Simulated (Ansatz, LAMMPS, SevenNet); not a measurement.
Elastic constant C13 of L1₀ (CuAu-type) TiAl: levels of theory against measurement

Reference value: 75 GPa (measured, 0 K, extrapolated to 0 K, Ti-56 at.% Al crystal; axes of the face-centred tetragonal cell; as tabulated in Qi et al. (2023), arXiv:2305.11825).

```
level (code)                         value (GPa)  cell (Å³/atom)  difference (%)
-----------------------------------  -----------  --------------  --------------
Lennard-Jones jacobson2022 (LAMMPS)          246           17.17            +228
SevenNet-l3i5                               89.6           16.22           +19.5
LDA (Ansatz)                                98.8           15.30             +32
BLYP (Ansatz)                               73.9           16.68            -1.5
PBE (Ansatz)                                83.5           16.23           +11.3
PBEsol (Ansatz)                             90.4           15.78             +21
revPBE (Ansatz)                             79.2           16.53            +5.6
RPBE (Ansatz)                               77.8           16.63            +3.7
PBE-D3(BJ) (Ansatz)                         92.0           15.54             +23
r²SCAN (Ansatz)                             87.3           16.06           +16.4
r²SCAN+rVV10 (Ansatz)                       88.7           15.97           +18.3
HSE06 (Ansatz)                              79.0           16.03            +5.3
```

Leaving aside Lennard-Jones jacobson2022 (doubt noted below): Once the reference is moved by up to 5.0 % (a margin picked here for doubts on the reference and the settings, and for temperature and zero-point motion) and values within 1.7 % count as equal, the nearest can be BLYP (-1.5 %), RPBE (+3.7 %), HSE06 (+5.3 %) or revPBE (+5.6 %). Farthest off among them: LDA (+32 %).

The measured value isn't corrected to a static lattice, so vibrations enter the comparison. The crystal itself was run without spin with LDA, BLYP, PBE, PBEsol, revPBE, RPBE, PBE-D3(BJ), r²SCAN, r²SCAN+rVV10, HSE06; a magnetic state was not tried in these runs. Lennard-Jones jacobson2022: the pair parameters belong to the elements and are mixed by rule. Lennard-Jones jacobson2022: pair potentials favour close packing, so symmetry can be all that holds this lattice. PBE-D3(BJ): the dispersion coefficients are held fixed in the derivatives. HSE06: hybrids on metals are sensitive to the k mesh. HSE06: the run warned that the count of filled bands differs between k points. Each level is taken at its own relaxed cell. Cutoffs and k meshes differ between the levels. Ansatz's density-functional and Hartree–Fock values are scalar-relativistic unless marked +SOC, with PAW data made under PBE.

Empirical potentials (Lennard-Jones jacobson2022) are fitted to chosen data: where that held the value shown, agreement is built in, and what lay outside the fit can be far off. Machine-learned potentials (SevenNet-l3i5) are trained on DFT data: a solid inside that data is no test of them.

Differences are worked out from the printed values.

Ansatz is a program for electronic structure.
